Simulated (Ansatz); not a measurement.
The reference is TaN in the rock salt structure (space group Fm-3m, No. 225; a = 4.376 Å; relaxed with 0.1 eV smearing).

Method: Ansatz (a first-principles code), PBEsol, PAW, cutoff 420 eV, spin-orbit coupling left out.

Before the change:

- Pressure: 0.0 GPa

The change: every lattice vector is shortened by 0.71 %, atoms relaxed at fixed cell.

### Question
Estimate the effect on the pressure.

### Answer
The pressure goes from zero to 8.0 GPa.

### Question
Predict the new energy relative to the base.

### Answer
The energy goes up by 5.4 meV/atom.

The cells carry an imposed strain or load. Whether these cells are dynamically stable was not tested. All final runs are without spin polarisation. This is not the structure that TaN has at room temperature and ambient pressure.
